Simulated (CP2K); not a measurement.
Input and output of a self-consistent single point for Os (P6_3/mmc, 4 atoms in the cell) (CP2K)

Level of theory: PBE, GPW, DZVP-MOLOPT-SR-GTH basis, GTH-PBE potentials (GTH_POTENTIALS) in CP2K.

Input:

```
&GLOBAL
  PROJECT calc
  RUN_TYPE ENERGY_FORCE
  PRINT_LEVEL LOW
&END GLOBAL
&FORCE_EVAL
  METHOD Quickstep
  STRESS_TENSOR ANALYTICAL
  &DFT
    BASIS_SET_FILE_NAME BASIS_MOLOPT
    POTENTIAL_FILE_NAME GTH_POTENTIALS
    &QS
      METHOD GPW
      EPS_DEFAULT 1E-10
    &END QS
    &MGRID
      CUTOFF 500
      REL_CUTOFF 60
      NGRIDS 5
    &END MGRID
    &SCF
      SCF_GUESS ATOMIC
      EPS_SCF 1E-7
      MAX_SCF 100
      ADDED_MOS 11
      &DIAGONALIZATION
        ALGORITHM STANDARD
      &END DIAGONALIZATION
      &MIXING
        METHOD BROYDEN_MIXING
        ALPHA 0.3
        NBUFFER 10
        BETA 1
      &END MIXING
      &SMEAR ON
        METHOD GAUSSIAN
        SIGMA [eV] 0.1
      &END SMEAR
    &END SCF
    &KPOINTS
      SCHEME MONKHORST-PACK 9 9 3
    &END KPOINTS
    &XC
      &XC_FUNCTIONAL PBE
      &END XC_FUNCTIONAL
    &END XC
    &PRINT
      &MO
        EIGENVALUES T
        OCCUPATION_NUMBERS T
        NDIGITS 8
        FILENAME mo
        &EACH
          QS_SCF 0
        &END EACH
        ADD_LAST NUMERIC
      &END MO
      &MULLIKEN OFF
      &END MULLIKEN
    &END PRINT
  &END DFT
  &SUBSYS
    &CELL
      ABC 2.74342600 2.74342547 8.82699000
      ALPHA_BETA_GAMMA 90.00000000 90.00000000 120.00000636
      PERIODIC XYZ
    &END CELL
    &COORD
      SCALED
      Os       0.00000000     0.00000000     0.00000000
      Os       0.00000000     0.00000000     0.50000000
      Os       0.33333300     0.66666700     0.25000000
      Os       0.66666700     0.33333300     0.75000000
    &END COORD
    &KIND Os
      BASIS_SET DZVP-MOLOPT-SR-GTH
      POTENTIAL GTH-PBE-q16
    &END KIND
  &END SUBSYS
  &PRINT
    &FORCES ON
    &END FORCES
    &STRESS_TENSOR ON
    &END STRESS_TENSOR
  &END PRINT
&END FORCE_EVAL
```

Log, with long lists cut:

```
 GLOBAL| Method name                                                        CP2K
 GLOBAL| Project name                                                       calc
 GLOBAL| Run type                                                   ENERGY_FORCE

 TOTAL NUMBERS AND MAXIMUM NUMBERS

  Total number of            - Atomic kinds:                                   1
                             - Atoms:                                          4
                             - Shell sets:                                     4
                             - Shells:                                        32
                             - Primitive Cartesian functions:                 24
                             - Cartesian basis functions:                    124
                             - Spherical basis functions:                    104

  Maximum angular momentum of- Orbital basis functions:                        3
                             - Local part of the GTH pseudopotential:          2
                             - Non-local part of the GTH pseudopotential:      4

 SCF PARAMETERS         Density guess:                                    ATOMIC
                        max_scf:                                             100
                        max_diis:                                              4
                        eps_scf:                                        1.00E-07
                        eps_diis:                                       1.00E-01
                        eps_eigval:                                     1.00E-05
                        level_shift [a.u.]:                             0.000000
                        added MOs                                        11    0
                        Mixing method:                            BROYDEN_MIXING
                                                charge density mixing in g-space
                        Smear method:                                   GAUSSIAN
                        Smearing width (sigma) [a.u.]:                  3.67E-03
                        Accuracy threshold:                             1.00E-10
                        No outer SCF

 Extrapolation method: initial_guess

 Number of electrons:                                                         64
 Number of occupied orbitals:                                                 32
 Number of molecular orbitals:                                                43

 Number of orbital functions:                                                104
 Number of independent orbital functions:                                    104

 SCF WAVEFUNCTION OPTIMIZATION

  Step     Update method      Time    Convergence         Total energy    Change
     1 NoMix/Diag. 0.30E+00      -     1.11764689      -369.0462499854 -3.69E+02
     2 Broy./Diag. 0.30E+00      -     0.01404712      -369.3824152952 -3.36E-01
     3 Broy./Diag. 0.30E+00      -     0.02327565      -367.9619599483  1.42E+00
     4 Broy./Diag. 0.30E+00      -     0.00148470      -367.1736553442  7.88E-01
     5 Broy./Diag. 0.30E+00      -     0.00086952      -367.2306119063 -5.70E-02
     6 Broy./Diag. 0.30E+00      -     0.00018434      -367.2488429920 -1.82E-02
     7 Broy./Diag. 0.30E+00      -     0.00004805      -367.2515490148 -2.71E-03
     8 Broy./Diag. 0.30E+00      -     0.00001316      -367.2526664333 -1.12E-03
     9 Broy./Diag. 0.30E+00      -     0.00000439      -367.2526477257  1.87E-05
    10 Broy./Diag. 0.30E+00      -     0.00000336      -367.2526092189  3.85E-05
    11 Broy./Diag. 0.30E+00      -     0.00000047      -367.2526065593  2.66E-06
    12 Broy./Diag. 0.30E+00      -     0.00000038      -367.2526025780  3.98E-06
    13 Broy./Diag. 0.30E+00      -     0.00000002      -367.2526028613 -2.83E-07

  *** SCF run converged in    13 steps ***

  Electronic density on regular grids:        -63.9999999995        0.0000000005
  Core density on regular grids:               63.9999999953       -0.0000000047
  Total charge density on r-space grids:       -0.0000000041
  Total charge density g-space grids:          -0.0000000041

  Overlap energy of the core charge distribution:               0.00000000282662
  Self energy of the core charge distribution:               -555.50974380086768
  Core Hamiltonian energy:                                    121.88735337763046
  Hartree energy:                                             104.72587824776809
  Exchange-correlation energy:                                -38.35533840932627
  Smearing free energy correction:                             -0.00075227928216
  Fermi energy:                                                 0.65725118089792

  Total energy:                                              -367.25260286127525
  Total energy (extrapolated to sigma->0):                   -367.25222672163414

 ENERGY| Total FORCE_EVAL ( QS ) energy [hartree]           -367.252603486125793

 FORCES| Atomic forces [hartree/bohr]
 FORCES|   Atom     x               y               z               |f|
 FORCES|      1 -1.06837377E-14 -2.06890153E-10  7.09045853E-10   7.38613266E-10
 FORCES|      2 -7.66109523E-15  2.65495595E-10 -1.45285702E-09   1.47691619E-09
 FORCES|      3  2.51156117E-07 -1.19423229E-07  8.87437314E-10   2.78104459E-07
 FORCES|      4 -2.51156303E-07  1.19364319E-07 -1.43919359E-10   2.78077956E-07
 FORCES| Sum    -2.03858218E-13 -3.05146193E-13 -2.93213359E-13
 FORCES| Total atomic force                                       4.69730184E-13

 STRESS| Analytical stress tensor [bar]
 STRESS|                        x                   y                   z
 STRESS|      x       -5.30151422815E+04  -3.75770141190E-01   1.41265347856E-08
 STRESS|      y       -3.75770141190E-01  -5.30142759995E+04  -8.73876337156E-04
 STRESS|      z        1.41265347856E-08  -8.73876337156E-04  -6.46930605939E+04
 STRESS| 1/3 Trace                                            -5.69074929583E+04
```

The run converged in 13 iterations.

The starting cell was generated: these elements placed on a structure prototype, without a prior relaxation; it need not be a known phase or ordering of this composition. Its lattice was rescaled by a random factor within 2.5 % of one. Spin polarisation is off. Values carry the incompleteness of an atom-centred basis. With a pressure of about -6 GPa the cell is away from its equilibrium volume at this level.

Cost on one core of a shared machine: roughly 60 s.
